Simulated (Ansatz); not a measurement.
A self-consistent single point of CoAl (P4mm, 2 atoms in the cell) with Ansatz (an electronic-structure program)

Level of theory: PBEsol, default PAW files made with PBE (plane waves; Ansatz).

The input file:

Ansatz 0.2 input:
```yaml
# CoAl
crystal:
  lattice:
    - [2.85142000, 0.00000000, 0.00000000]
    - [0.00000000, 2.85142000, 0.00000000]
    - [0.00000000, 0.00000000, 2.85142000]
  atoms:
    - { symbol: Al, position: [0.50000000, 0.50000000, 0.51753500] }
    - { symbol: Co, position: [0.00000000, 0.00000000, 0.00000000] }
basis:
  ecutwfc: 30.9 Ry
kpoints:
  mp_grid:
    grid: [12, 12, 12]
hamiltonian:
  xc: pbesol
  pseudopotentials:
    kind: paw
scf:
  occupations:
    method: gaussian
    width: 0.0073 Ry
output:
  forces: true
  eigenvalues: true
  stress: true
```

Log, with long lists cut:

```
WARN ansatz: RAYON_NUM_THREADS=1 ignored (pool sized by the plan → 1); use --threads N
Pseudopotentials: kind: paw
Pseudopotential: Al, paw, valence charge 3
Pseudopotential: Co, paw, valence charge 17
Crystal: 2 atoms, lattice volume = 23.184 Å³
Basis set: ecut = 420.4159175005146 eV, 461 PW (Γ), exchange–correlation on 40×40×40 points (8 copies of the dense FFT grid, shifted against one another)
Bands: 14, of which v1, the nominal top of the filled ones, is band 10 counted from 1 (9 counted from 0)
Symmetry: 8 space group operations
Space group: P4mm (ITA 99), of the structure as read, at distance tolerance 2.9e-5 Å
k-points: 196 of 1728 (time reversal used)
PAW frozen core: Al, regenerated for the run's functional, and the local potential with it
PAW frozen core: Co, regenerated for the run's functional, and the local potential with it
Initial density: superposition of atomic densities (neutral atoms: chi_scale 0, normalization atom), corrected by the library's trained network
Initial wavefunctions: pseudopotential atomic-orbital guess
Eigensolver: davidson
Functional: x = pbesol(κ = 0.804, μ = 0.12345679012345678), c = pbesol(β = 0.046)
SCF iter   1: F=—  HF=-5618.765059 eV  |F-HF|=—  |Δ(HF+E_count)|=         —  Δρ=2.59e-2  dr2=9.54e-2  ethr=1.77e-3  ⟨swp⟩=4.2  Hψ=12675  notcnv=0
all-band conjugate gradients solve this SCF's bands
preconditioner: auto → none
SCF iter   2: F=—  HF=-5618.756302 eV  |F-HF|=—  |Δ(HF+E_count)|=   8.76e-3  Δρ=1.13e-2  dr2=2.04e-2  ethr=4.77e-4  ⟨swp⟩=1.9  Hψ=4754  notcnv=0  defer=10
SCF iter   3: F=—  HF=-5618.754181 eV  |F-HF|=—  |Δ(HF+E_count)|=   2.12e-3  Δρ=1.50e-3  dr2=3.77e-4  ethr=1.02e-4  ⟨swp⟩=1.0  Hψ=2762  notcnv=0  defer=10
SCF iter   4: F=—  HF=-5618.754167 eV  |F-HF|=—  |Δ(HF+E_count)|=   1.45e-5  Δρ=2.45e-4  dr2=4.37e-6  ethr=1.88e-6  ⟨swp⟩=2.1  Hψ=3194  notcnv=0  defer=10
SCF iter   5: F=—  HF=-5618.754142 eV  |F-HF|=—  |Δ(HF+E_count)|=   2.46e-5  Δρ=2.07e-5  dr2=4.59e-8  ethr=2.19e-8  ⟨swp⟩=2.5  Hψ=3950  notcnv=0  defer=10
SCF iter   6: F=-5618.754142 eV  HF=-5618.754142 eV  |F-HF|=4.35e-9  |Δ(HF+E_count)|=   5.07e-9  Δρ=6.40e-6  dr2=5.23e-9  ethr=2.29e-10  ⟨swp⟩=2.4  Hψ=9696  notcnv=0
SCF 1 converged in 6 iterations: F = -5618.754142 eV  dr2 = 5.23e-9
SCF converged after 6 iterations
Free energy (F): -5618.754142 eV
Harris-Foulkes:  -5618.754142 eV  (|F-HF|=4.35e-9)
Internal energy: -5618.749731 eV  (E = F + TS)
E sigma→0 (E₀):  -5618.751937 eV
Entropy (-TS):   -0.004411 eV (-2.205 meV/atom)
Fermi energy:    14.332286 eV
--- Per-component energies (eV) ---
  E_band       = -285.482409
  E_kinetic    = 483.450552
  E_local      = -3675.288579  (includes V_loc(G=0)·N_el)
  E_nonlocal   = 468.418117
  E_hartree    = 1584.999465
  E_xc         = -199.101994
  E_vxc        = -236.214067  (∫ρ·V_xc dr)
  E_paw        = -1940.141651  (= ΣΔE_a)
  E_vpaw       = -495.852916  (= ΣTr[D̂ρ^β])
  E_aug_tail   = 0.000043  (compensation charges beyond the density's cutoff)
  E_ewald      = -2341.293243
  E_core_change = 0.207558  (= ΣΔE_core)
  E_smearing   = -0.004411  (= −TS)
  E_closure    = 0.000000  (closes the sum)
  Σ components = -5618.754142   (vs F -5618.754142, Δ=0.00e0)
--- Forces (eV/Å), atoms counted from 1 ---
  atom   1  Al     0.00000000     0.00000000    -0.35159610
  atom   2  Co    -0.00000000     0.00000000     0.35159226
  max |Σ_I F_I| component: 3.84e-6 eV/Å
--- Stress (GPa, compression-positive) ---
       -5.281339       0.000000       0.000000
        0.000000      -5.281339       0.000000
        0.000000       0.000000      -5.409843
  P = ⅓ Tr σ = -5.3242 GPa (-53.242 kbar)
  The stress holds the Pulay correction. Without it, at fixed plane waves, as pw.x and ABINIT print it: P = -5.4391 GPa
--- Band table (eV; the first three rows and the last of 196) ---
  k-point 0: bands = ["-80.1020", "-43.5337", "-43.5337", "-43.5322", "3.2436", "11.3334", "11.3364", "13.5120", "13.5148", "13.5148", "20.2488", "20.2488", "20.2494", "23.0467"]
  k-point 1: bands = ["-80.1018", "-43.5351", "-43.5335", "-43.5335", "3.3752", "11.3227", "11.3697", "13.4434", "13.4434", "13.5195", "19.0939", "20.4322", "20.4322", "23.0288"]
  k-point 2: bands = ["-80.1012", "-43.5430", "-43.5329", "-43.5329", "3.7670", "11.2285", "11.4711", "13.2598", "13.2598", "13.5402", "17.3166", "20.9530", "20.9530", "22.9765"]
  k-point 195: bands = ["-80.0928", "-43.5684", "-43.5684", "-43.5669", "10.3917", "10.3952", "10.3952", "14.1152", "14.1166", "16.6463", "16.6463", "16.6571", "18.4110", "19.6994"]
```

The run converged in 6 iterations.

The starting cell has typed, rounded lattice constants, without a prior relaxation at this level. Its lattice was rescaled by up to half a per cent. One atom was moved a little off its site on purpose. Spin polarisation is off. With a pressure of about -5 GPa the cell is away from its equilibrium volume at this level. Ansatz's pressure includes its estimate of the finite-basis (Pulay) stress.
